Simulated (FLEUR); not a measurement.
FLEUR run on Si2Ni (Fm-3m, 3 atoms in the cell): self-consistent single point

Method: PBE, all-electron FLAPW (FLEUR), scalar-relativistic valence.

Input:

Input of the input generator:

```
scf Si2Ni
&input film=f /
0.0000000000 0.7071067812 0.7071067812
0.7071067812 -0.0000000000 0.7071067812
0.7071067812 0.7071067812 -0.0000000000
7.1585271260
1.0 1.0 1.0

3
14 0.2500000000 0.2500000000 0.2500000000
14 0.7500000000 0.7500000000 0.7500000000
28 0.0000000000 0.0000000000 0.0000000000

&comp jspins=1 /
&kpt div1=9 div2=9 div3=9 /
&end /
```

```xml
<?xml version="1.0" encoding="UTF-8" standalone="no"?>
<fleurInput fleurInputVersion="0.39">
   <comment>
      scf Si2Ni                                                                                           
   </comment>
   <calculationSetup>
      <cutoffs Kmax="4.1" Gmax="16.4" GmaxXC="16.4" numbands="0"/>
      <scfLoop itmax="60" minDistance="0.00001" maxIterBroyd="25" imix="Anderson" alpha="0.05" precondParam="0.0" spinf="2.0"/>
      <coreElectrons ctail="T" frcor="F" kcrel="0" coretail_lmax="0"/>
      <xcFunctional name="pbe" relativisticCorrections="F"/>
      <magnetism jspins="1"/>
      <soc l_soc="F" theta="0.0" phi="0.0" spav="F"/>
      <expertModes spex="0" secvar="F"/>
      <geometryOptimization l_f="T" forcealpha="1.0" forcemix="BFGS" epsdisp="0.00001" epsforce="0.00001"/>
      <ldaU l_linMix="F" mixParam="0.05" spinf="1.0"/>
   </calculationSetup>
   <cell>
      <bzIntegration valenceElectrons="24.0" mode="hist" fermiSmearingEnergy="0.00367493">
         <kPointListSelection listName="default-1"/>
         <!-- k-points included here -->
         <xi:include xmlns:xi="http://www.w3.org/2001/XInclude" href="kpts.xml"> </xi:include>
      </bzIntegration>
      <!-- symmetry operations included here -->
      <xi:include xmlns:xi="http://www.w3.org/2001/XInclude" href="sym.xml"> </xi:include>
      <bulkLattice scale="1.0">
         <bravaisMatrix>
            <row-1>    0.0000000000000000     5.0618430741987472     5.0618430741987472</row-1>
            <row-2>    5.0618430741987472     0.0000000000000000     5.0618430741987472</row-2>
            <row-3>    5.0618430741987472     5.0618430741987472     0.0000000000000000</row-3>
         </bravaisMatrix>
      </bulkLattice>
   </cell>
   <atomSpecies>
      <species name="Silicon (Si)" element="Si" atomicNumber="14">
         <mtSphere radius="1.62" gridPoints="559" logIncrement="0.02"/>
         <atomicCutoffs lmax="6" lnonsphr="4"/>
         <electronConfig flipSpins="F">
            <coreConfig>(1s1/2) (2s1/2) (2p1/2) (2p3/2)</coreConfig>
            <valenceConfig>(3s1/2) (3p1/2) (3p3/2)</valenceConfig>
            <stateOccupation state="(3p1/2)" spinUp="0.3333333333333" spinDown="0.3333333333333"/>
            <stateOccupation state="(3p3/2)" spinUp="0.6666666666667" spinDown="0.6666666666667"/>
         </electronConfig>
         <energyParameters s="3" p="3" d="3" f="4"/>
      </species>
      <species name="Nickel (Ni)" element="Ni" atomicNumber="28">
         <mtSphere radius="2.48" gridPoints="857" logIncrement="0.014"/>
         <atomicCutoffs lmax="10" lnonsphr="8"/>
         <electronConfig flipSpins="F">
            <coreConfig>(1s1/2) (2s1/2) (2p1/2) (2p3/2) (3s1/2)</coreConfig>
            <valenceConfig>(3p1/2) (3p3/2) (4s1/2) (3d3/2) (3d5/2)</valenceConfig>
            <stateOccupation state="(3d3/2)" spinUp="1.6" spinDown="1.6"/>
            <stateOccupation state="(3d5/2)" spinUp="2.4" spinDown="2.4"/>
         </electronConfig>
         <energyParameters s="4" p="4" d="3" f="4"/>
         <lo type="SCLO" l="1" n="3" eDeriv="0"/>
      </species>
   </atomSpecies>
   <atomGroups>
      <atomGroup species="Silicon (Si)">
         <relPos label="                   1">1.000/4.000 1.000/4.000 1.000/4.000</relPos>
         <relPos label="                   2">-1.000/4.000 -1.000/4.000 -1.000/4.000</relPos>
         <force calculate="T" relaxXYZ="TTT"/>
      </atomGroup>
      <atomGroup species="Nickel (Ni)">
         <relPos label="                   3">.0000000000 .0000000000 .0000000000</relPos>
         <force calculate="T" relaxXYZ="TTT"/>
      </atomGroup>
   </atomGroups>
   <output dos="F" band="F" slice="F">
      <checks vchk="F" cdinf="F"/>
      <bandDOS minEnergy="-.5*Htr" maxEnergy="0.5*Htr" sigma="0.015" storeEVData="T"/>
      <vacuumDOS vacdos="F" integ="F" star="F" nstars="0" locx1="0.0" locy1="0.0" locx2="0.0" locy2="0.0" nstm="0" tworkf="0.0"/>
      <unfoldingBand unfoldBand="F" supercellX="1" supercellY="1" supercellZ="1"/>
      <plotting iplot="0" polar="F">
         <plot TwoD="T" vec1="  1.0  0.0  0.0" vec2="  0.0  1.0  0.0" vec3="  0.0  0.0  1.0" zero="  0.0  0.0  0.0" file="plot"/>
      </plotting>
      <chargeDensitySlicing numkpt="0" minEigenval="0.0" maxEigenval="0.0" nnne="0" pallst="F"/>
      <specialOutput eonly="F"/>
      <magneticCircularDichroism mcd="F" energyLo="-10.0" energyUp="0.0"/>
   </output>
  <!-- We include the file relax.xml here to enable relaxations (see documentation) -->
  <xi:include xmlns:xi="http://www.w3.org/2001/XInclude" href="relax.xml"> <xi:fallback/> </xi:include>
</fleurInput>
```

Output, abridged:

```
      Welcome to FLEUR        (www.flapw.de)
      MaX-Release 8.1          (www.max-centre.eu)

 ========== k-point set info ==========
 Selected k-point list: default-1
 k-point list type: mesh
 9 x 9 x 9
 Number of k points: 35

 ------------Calculation Setup---------------------------
           1           5           7          35
 Number of basis functions:          319
 Iteration:     1   Distance:      14.09475379 me/bohr^3
 Iteration:     2   Distance:      10.27428804 me/bohr^3
 Iteration:     3   Distance:       8.36013544 me/bohr^3
 Iteration:     4   Distance:       9.29066843 me/bohr^3
 Iteration:     5   Distance:      13.19892946 me/bohr^3
 Iteration:     6   Distance:       2.51453150 me/bohr^3
   [... 5 lines left out ...]
 Iteration:    12   Distance:       0.00063991 me/bohr^3
 Iteration:    13   Distance:       0.00211546 me/bohr^3
 Iteration:    14   Distance:       0.00010738 me/bohr^3
 Iteration:    15   Distance:       0.00002817 me/bohr^3
 Iteration:    16   Distance:       0.00000477 me/bohr^3

 Run finished successfully
 Stop message:
   Structural relaxation: Done

[file out, last iteration]
             iter=     17
          p o t e n t i a l   g e n e r a t o r
[...]
          integral of pseudo charge density inside the slab=        0.000000   0.000000
     coulomb potential in the interstitial region:
          density-coulomb potential integrals
          total density-coulomb potenti    -3174.0469757120
          density-effective potential integrals for spin  1
          total density-effective poten   -3.3107832183E+03
          charge density-energy density integrals
          total charge density-energy d   -1.0549256778E+02
 Updated energy parameters for spin:           1
  Atom    1 3s branch from -4.52 to  3.28 htr. ; e_l = -0.2602
  Atom    1 3p branch from -2.89 to  3.68 htr. ; e_l = -0.1186
  Atom    1 3d branch from -9.99 to  3.47 htr. ; e_l =  0.0512
  Atom    1 4f branch from -9.99 to  7.18 htr. ; e_l =  0.2130
  Atom    2 4s branch from -3.44 to  1.32 htr. ; e_l =  0.1383
  Atom    2 4p branch from -1.98 to  1.86 htr. ; e_l =  0.2723
  Atom    2 3d branch from -9.99 to  0.36 htr. ; e_l =  0.2709
  Atom    2 4f branch from -9.99 to  3.23 htr. ; e_l =  0.5880
  Atom    2 3p branch from-30.39 to -1.98 htr. ; e_l(l -1.9835
[...]
 fermi energy and band-weighting factors:
at   0.44444   0.44444   0.44444   k-weight:    0.010974
   19 eigenvalues :
   -1.982706   -1.982668   -1.982668   -0.002697    0.055881    0.229397    0.229397    0.272736
    0.283278    0.283278    0.359676    0.359676    0.478599    0.481865    0.481865    0.516914
    0.734420    0.734420    0.761895
   [... 2 blocks of this kind left out ...]

[...]
FERMIE:
          first approx. to ef    (T=0)  :   0.413885 htr   (energy of the highest occ. eigenvalue)
          number of occ. states  (T=0)  :        417
          first approx. to seigv (T=0)  :  -7.879528 htr
          sum of weights of occ. states :  12.002743
          sum of semicore charge        :   0.000000 e
FERHIS:  Fermi-Energy by histogram:
          bandgap                     :   0.000000 htr
          charge neutrality (T=0)     :   0.005487    (zero if the highest occ. eigenvalue is "entirely" occupied)
     EF_NEWTON:  Adjust Fermi-Energy by Newton-Method.
               Number of iterations needed  :   4
               The error in the weight is   :  0.27756E-16
               The error in ef is           : -0.20329E-17 htr
     -->  new fermi energy            :   0.413540 htr
          valence charge              :  24.000000 e
          actual charge blw ef-8kt    :  23.569273 e
          actual charge blw ef+8kt    :  24.000000 e
          number of occ. states       :       434
          sum of the valence weights  :   12.000000
          entropy         :   0.317717 *kb htr/K =   0.00000 htr/K
          sum of val. single particle energies:        -7.8812883887 htr
 Direct bandgap for spin            1 :    9.2564981540809166E-003  Htr
 at k-point           34  with k-vector    0.0000000000000000       0.11111111111111110       0.11111111111111110
          valence density: spin= 1
[...]
     l-like charge
     atom     s        p        d        f        total
 -->  1    0.41111  0.42312  0.04924  0.00225    0.88598
 -->  2    0.65852  6.98686  8.61929  0.03759   16.30970
          total charge for spin  1=   24.000000
          interst. charge =       5.918346
          mt charge=              0.885979   16.309696
          total charge  =   24.000000
          z= 14.     r(1)=  0.230562E-04     dx= 0.020000     m.t.index= 559
               n    l     j    energy       weight
               1.   0.   0.5  -65.0502      2.0000
               2.   0.   0.5   -4.5516      2.0000
               2.   1.   0.5   -2.9521      2.0000
               2.   1.   1.5   -2.9283      4.0000
          atom type    1  (spin 1)
          kinetic energy=  0.285465729337E+03     sum of the eigenvalues= -0.156821069372E+03
          0.02416339  electrons lost from core.
          z= 28.     r(1)=  0.154834E-04     dx= 0.014000     m.t.index= 857
               n    l     j    energy       weight
               1.   0.   0.5 -301.0818      2.0000
               2.   0.   0.5  -35.4320      2.0000
               2.   1.   0.5  -30.8234      2.0000
               2.   1.   1.5  -30.1809      4.0000
               3.   0.   0.5   -3.4382      2.0000
          atom type    2  (spin 1)
          kinetic energy=  0.138656310084E+04     sum of the eigenvalues= -0.862274074421E+03
          0.00019787  electrons lost from core.
          total charge for spin  1=   56.000000
          interst. charge =       5.965922
          mt charge=             10.861812   28.310453
          total charge  =   56.000000
          zc=    56.000000     qfix=    1.000000
     t o t a l  e n e r g y
          sum of eigenvalues =             -1183.7975015533
          density-coulomb potential int    -3174.0469757120
          density-effective potential i    -3310.7832183334
          charge density-ex.-corr.energ     -105.4925677822
          el.-nucl. inter. diff. m.t.        674.7928477384
          Madelung term for atom type:       -25.1606970439
          el.-nucl. inter. diff. m.t.       1832.7857378518
          Madelung term for atom type:        -2.6695480961
 ---->    total energy=                    -2100.9391695883 htr
 ---->    (input%tkb*entropy) TS=              0.0011675884 htr
 ---->    free energy=                     -2100.9403371767 htr
      extrapolation for T->0
 ---->    total electron energy=           -2100.9397533825 htr
 ***** TOTAL FORCES ON ATOMS *****
 TOTAL FORCE FOR ATOM TYPE=  1  X=  2.531   Y=  2.531   Z=  2.531
                       FX_TOT= 0.000000 FY_TOT= 0.000000 FZ_TOT= 0.000000
 TOTAL FORCE FOR ATOM TYPE=  2  X=  0.000   Y=  0.000   Z=  0.000
                       FX_TOT= 0.000000 FY_TOT= 0.000000 FZ_TOT= 0.000000
 Structural relaxation: Done
```

The run converged in 16 iterations. FLEUR gives forces in its relaxation mode, with a further iteration, so its stop message speaks of a relaxation.

The starting cell comes from a database of computed structures (which also holds hypothetical and non-ambient phases and stackings), without a prior relaxation at this level. Its lattice was rescaled by a random factor within 2.5 % of one. Spin polarisation is off. Values depend on the basis (sphere radii, cutoffs, local orbitals), which need not be converged. The log's line on a gap gives a spacing of levels on this mesh, which the program prints for metals too.

Cost on one core of a shared machine: roughly 2 min.
